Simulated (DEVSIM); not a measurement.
System: Ru/SiO2/p-Ge capacitor, at 300 K.

| layer (left to right) | material | thickness (nm) | Na (cm⁻³) |
|---|---|---|---|
| 1 | SiO2 | 1.40 | - |
| 2 | Ge | 1600 | 1.3e17 |

Metal gate on the left, work function 4.7 eV. Fixed charge at the semiconductor interface 0 cm⁻² (in units of +e); interface traps 3e11 cm⁻² eV⁻¹, uniform in energy, neutral level at 0.5 of the gap above the valence band.

This is a model device: material constants are rounded textbook-type values typed into the input, and sizes, dopings and lifetimes were drawn at random. Values at 300 K.

```csv
parameter,SiO2,Ge
gap (eV),9,0.664
affinity (eV),0.9,4
permittivity,3.9,16
Nc (cm⁻³),-,1.04e19
Nv (cm⁻³),-,6e18
```

Simulated with DEVSIM: 1D Poisson equation in equilibrium, Boltzmann statistics, complete ionisation; no quantum confinement or tunnelling. Metal contacts follow the ideal Schottky-Mott rule: no Fermi-level pinning, no interface dipoles.

Task: Tabulate band edges, carrier densities and field at 0.45 V on the gate.

Result: Energies count from the Fermi level of the right contact; mesh points crowd at the junctions.

```json
[
 {"x (μm)": "0.000", "Ec (eV)": "3.350", "Ev (eV)": "-5.650", "n (cm⁻³)": "< 1e2", "p (cm⁻³)": "< 1e2", "field (V/cm)": "350000"},
 {"x (μm)": "0.0006129", "Ec (eV)": "3.371", "Ev (eV)": "-5.629", "n (cm⁻³)": "< 1e2", "p (cm⁻³)": "< 1e2", "field (V/cm)": "350000"},
 {"x (μm)": "0.001119", "Ec (eV)": "3.389", "Ev (eV)": "-5.611", "n (cm⁻³)": "< 1e2", "p (cm⁻³)": "< 1e2", "field (V/cm)": "350000"},
 {"x (μm)": "0.001924", "Ec (eV)": "0.303", "Ev (eV)": "-0.361", "n (cm⁻³)": "8.4e13", "p (cm⁻³)": "5.2e12", "field (V/cm)": "83000"},
 {"x (μm)": "0.004168", "Ec (eV)": "0.321", "Ev (eV)": "-0.343", "n (cm⁻³)": "4.2e13", "p (cm⁻³)": "1.1e13", "field (V/cm)": "80000"},
 {"x (μm)": "0.007715", "Ec (eV)": "0.349", "Ev (eV)": "-0.315", "n (cm⁻³)": "1.4e13", "p (cm⁻³)": "3.0e13", "field (V/cm)": "75000"},
 {"x (μm)": "0.01446", "Ec (eV)": "0.396", "Ev (eV)": "-0.268", "n (cm⁻³)": "2.3e12", "p (cm⁻³)": "1.9e14", "field (V/cm)": "65000"},
 {"x (μm)": "0.03339", "Ec (eV)": "0.493", "Ev (eV)": "-0.171", "n (cm⁻³)": "5.5e10", "p (cm⁻³)": "7.9e15", "field (V/cm)": "38000"},
 {"x (μm)": "0.06332", "Ec (eV)": "0.554", "Ev (eV)": "-0.110", "n (cm⁻³)": "5.2e9", "p (cm⁻³)": "8.4e16", "field (V/cm)": "7900"},
 {"x (μm)": "0.1163", "Ec (eV)": "0.565", "Ev (eV)": "-0.099", "n (cm⁻³)": "3.4e9", "p (cm⁻³)": "1.3e17", "field (V/cm)": "170"},
 {"x (μm)": "0.2210", "Ec (eV)": "0.565", "Ev (eV)": "-0.099", "n (cm⁻³)": "3.4e9", "p (cm⁻³)": "1.3e17", "field (V/cm)": "≈ 0"},
 {"x (μm)": "0.5147", "Ec (eV)": "0.565", "Ev (eV)": "-0.099", "n (cm⁻³)": "3.4e9", "p (cm⁻³)": "1.3e17", "field (V/cm)": "≈ 0"},
 {"x (μm)": "0.9262", "Ec (eV)": "0.565", "Ev (eV)": "-0.099", "n (cm⁻³)": "3.4e9", "p (cm⁻³)": "1.3e17", "field (V/cm)": "≈ 0"},
 {"x (μm)": "1.247", "Ec (eV)": "0.565", "Ev (eV)": "-0.099", "n (cm⁻³)": "3.4e9", "p (cm⁻³)": "1.3e17", "field (V/cm)": "≈ 0"},
 {"x (μm)": "1.450", "Ec (eV)": "0.565", "Ev (eV)": "-0.099", "n (cm⁻³)": "3.4e9", "p (cm⁻³)": "1.3e17", "field (V/cm)": "≈ 0"},
 {"x (μm)": "1.522", "Ec (eV)": "0.565", "Ev (eV)": "-0.099", "n (cm⁻³)": "3.4e9", "p (cm⁻³)": "1.3e17", "field (V/cm)": "≈ 0"},
 {"x (μm)": "1.560", "Ec (eV)": "0.565", "Ev (eV)": "-0.099", "n (cm⁻³)": "3.4e9", "p (cm⁻³)": "1.3e17", "field (V/cm)": "≈ 0"},
 {"x (μm)": "1.580", "Ec (eV)": "0.565", "Ev (eV)": "-0.099", "n (cm⁻³)": "3.4e9", "p (cm⁻³)": "1.3e17", "field (V/cm)": "≈ 0"},
 {"x (μm)": "1.593", "Ec (eV)": "0.565", "Ev (eV)": "-0.099", "n (cm⁻³)": "3.4e9", "p (cm⁻³)": "1.3e17", "field (V/cm)": "≈ 0"},
 {"x (μm)": "1.598", "Ec (eV)": "0.565", "Ev (eV)": "-0.099", "n (cm⁻³)": "3.4e9", "p (cm⁻³)": "1.3e17", "field (V/cm)": "≈ 0"},
 {"x (μm)": "1.600", "Ec (eV)": "0.565", "Ev (eV)": "-0.099", "n (cm⁻³)": "3.4e9", "p (cm⁻³)": "1.3e17", "field (V/cm)": "≈ 0"},
 {"x (μm)": "1.601", "Ec (eV)": "0.565", "Ev (eV)": "-0.099", "n (cm⁻³)": "3.4e9", "p (cm⁻³)": "1.3e17", "field (V/cm)": "≈ 0"}
]
```
